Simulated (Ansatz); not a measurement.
Take BP (space group P4_2/mnm, No. 136; a = 5.532 Å, c = 3.187 Å; a hypothetical phase, not in the database extracts checked) as the base. Axes: x, y, z lie along a, b, c of the conventional cell.

Modification: biaxial strain −1.68 %, plane normal [001], relaxed out of plane (Cartesian); in-plane vectors clamped, the third vector and the atoms free.

Levels (all Ansatz, an electronic-structure program, PAW): PBEsol (420 eV, no SOC); HSE06 (420 eV, spin-orbit coupling left out).

The geometry is relaxed with PBEsol.

| Item | Value |
|---|---|
| PBEsol lowest conduction level above the VBM at special points | Γ 0.74 eV; Z 1.31 eV; R 1.33 eV |

### Question
How does going to HSE06 change the lowest conduction level above the VBM at special points?

### Answer
The lowest conduction level above the VBM at special points becomes Γ 1.56 eV; Z 2.17 eV; R 2.16 eV (PBEsol: Γ 0.74 eV; Z 1.31 eV; R 1.33 eV).

Single points use the geometry relaxed with PBEsol. The hybrid gap comes from the SCF mesh plus the semilocal run's edge points and a few special points and is an upper bound. The levels and masses belong to the bands next to the band gap. Stability against distortions was not tested.
